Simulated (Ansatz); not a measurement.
System: interstitial Ag in monoclinic ZrO2 (charge state +1). Computed with PBE, PAW (plane waves to 420 eV; Ansatz, a program for electronic structure).

Settings: 96 host sites, the relaxed PBE lattice, the Γ point alone, smearing 0.01 eV, spin-restricted, no image-charge correction. Energies are static. The charge state is imposed; whether it is stable for some Fermi level was not computed. Sites that were not tried may lie lower.

Barriers: single points on a 2×2×2 k-point mesh shifted by half a step at the bands' geometries.

The step: a direct jump of one Ag atom. Atoms about the jump, Cartesian Å from the middle of the jump, before and after:

```csv
atom,x0,y0,z0,x1,y1,z1
Ag1,-0.54,0.28,-0.49,0.54,-0.28,0.49
O2,0.70,1.98,-0.98,0.52,1.75,-0.85
O3,-0.52,-1.75,0.85,-0.70,-1.98,0.98
O4,0.14,-1.11,-1.99,0.02,-0.92,-1.85
O5,-0.02,0.92,1.85,-0.14,1.11,1.99
Zr6,-1.83,-0.27,1.73,-1.89,-0.21,1.66
Zr7,1.89,0.21,-1.66,1.83,0.27,-1.73
O8,-2.43,1.26,0.19,-2.38,1.27,0.16
O9,2.38,-1.27,-0.16,2.43,-1.26,-0.19
Zr10,1.27,2.42,1.10,1.27,2.46,1.10
Zr11,-1.27,-2.46,-1.10,-1.27,-2.42,-1.10
O12,-2.88,-1.30,-0.08,-2.86,-1.27,-0.10
O13,2.86,1.27,0.10,2.88,1.30,0.08
Zr14,-1.23,2.98,-1.16,-1.23,2.85,-1.11
Zr15,1.23,-2.85,1.11,1.23,-2.98,1.16
O16,-1.89,1.39,-2.48,-1.90,1.34,-2.49
O17,1.90,-1.34,2.49,1.89,-1.39,2.48
O18,-0.48,3.52,0.78,-0.46,3.55,0.77
O19,0.46,-3.55,-0.77,0.48,-3.52,-0.78
O20,0.96,0.88,-3.47,0.94,0.92,-3.49
O21,-0.94,-0.92,3.49,-0.96,-0.88,3.47
Zr22,-3.52,0.23,-1.51,-3.49,0.23,-1.52
Zr23,3.49,-0.23,1.52,3.52,-0.23,1.51
Zr24,-0.77,-0.25,-3.78,-0.80,-0.23,-3.74
Zr25,0.80,0.23,3.74,0.77,0.25,3.78
O26,-2.35,-1.33,-2.74,-2.37,-1.35,-2.75
O27,2.37,1.35,2.75,2.35,1.33,2.74
```

**Question.** Predict the transition state.

**Answer.** 
```json
[
 {"atom": "Ag1", "x": "0.00", "y": "0.01", "z": "0.00"},
 {"atom": "O2", "x": "0.62", "y": "1.90", "z": "-0.95"},
 {"atom": "O3", "x": "-0.62", "y": "-1.88", "z": "0.96"},
 {"atom": "O4", "x": "0.08", "y": "-1.02", "z": "-1.97"},
 {"atom": "O5", "x": "-0.08", "y": "1.04", "z": "1.97"},
 {"atom": "Zr6", "x": "-1.92", "y": "-0.22", "z": "1.74"},
 {"atom": "Zr7", "x": "1.92", "y": "0.24", "z": "-1.74"},
 {"atom": "O8", "x": "-2.39", "y": "1.28", "z": "0.19"},
 {"atom": "O9", "x": "2.39", "y": "-1.26", "z": "-0.19"},
 {"atom": "Zr10", "x": "1.28", "y": "2.46", "z": "1.10"},
 {"atom": "Zr11", "x": "-1.28", "y": "-2.44", "z": "-1.10"},
 {"atom": "O12", "x": "-2.86", "y": "-1.27", "z": "-0.07"},
 {"atom": "O13", "x": "2.86", "y": "1.29", "z": "0.08"},
 {"atom": "Zr14", "x": "-1.22", "y": "2.90", "z": "-1.13"},
 {"atom": "Zr15", "x": "1.22", "y": "-2.88", "z": "1.13"},
 {"atom": "O16", "x": "-1.87", "y": "1.34", "z": "-2.47"},
 {"atom": "O17", "x": "1.87", "y": "-1.32", "z": "2.47"},
 {"atom": "O18", "x": "-0.47", "y": "3.52", "z": "0.79"},
 {"atom": "O19", "x": "0.47", "y": "-3.50", "z": "-0.78"},
 {"atom": "O20", "x": "0.98", "y": "0.90", "z": "-3.50"},
 {"atom": "O21", "x": "-0.98", "y": "-0.88", "z": "3.50"},
 {"atom": "Zr22", "x": "-3.49", "y": "0.24", "z": "-1.50"},
 {"atom": "Zr23", "x": "3.49", "y": "-0.22", "z": "1.51"},
 {"atom": "Zr24", "x": "-0.79", "y": "-0.24", "z": "-3.76"},
 {"atom": "Zr25", "x": "0.79", "y": "0.25", "z": "3.76"},
 {"atom": "O26", "x": "-2.37", "y": "-1.34", "z": "-2.73"},
 {"atom": "O27", "x": "2.37", "y": "1.36", "z": "2.74"}
]
```
It lies 0.29 eV above the start and 0.29 eV above the end. The program found a first-order saddle point.
